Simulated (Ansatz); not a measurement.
Amorphous Ga24O38Sn, 63 atoms at 5.03 g/cm³, one PBE-relaxed geometry, zone centre. Methods: PBE, scalar-relativistic without spin-orbit coupling (Ansatz, a program for electronic structure); r2SCAN, scalar-relativistic without spin-orbit coupling (Ansatz); HSE06, scalar-relativistic without spin-orbit coupling (Ansatz). Plane waves to 420 eV (r2SCAN 500 eV); exact exchange is cut at the cell's faces. At PBE the levels at the filled edge of the gap are localised (band-tail or defect states), and the nearest spread-out levels lie 1.9 eV apart at the zone centre. All rungs ran without spin polarisation.

It comes from a melt-quench run on a machine-learned potential (CHGNet), relaxed afterwards by DFT. O atoms were pushed apart under 1.9 Å during the dynamics, to hinder bonds among them. The hot cell started wider than the set density and was brought back towards it in steps. It is the lowest in DFT energy of 2 quenches. It is a model cell: composition and starting density were chosen by hand, and all elements were melted together. No dispersion term was used. Its density started from a set value of 5.06 and ended at 5.03 g/cm³. Cooling (nominally 220 K/ps over its main leg) ran many orders faster than in experiment, which tends to leave more defects and strain. Values belong to this one cell and scatter from quench to quench. Volume and shape were free in the relaxation. Stress components on the final sampling reach 1.0 GPa. Cycles of charging lowered its energy after that relaxation.

The relaxation ran on the zone centre alone. At PBE the level gap is 1.03 eV on a 2×2×2 Γ-centred mesh, and the spacing at the zone centre alone 1.07 eV.

Q: What zone-centre spacing does r2SCAN give, roughly?

A: 1.53 eV (+0.46 eV against PBE).

Q: What zone-centre spacing does HSE06 give, roughly?

A: 2.64 eV (+1.57 eV against PBE).

The highest filled and the lowest empty state spread over these numbers of atoms (participation numbers): PBE: 1.9 and 56.9; r2SCAN: 1.9 and 56.3; HSE06: 1.9 and 56.0.
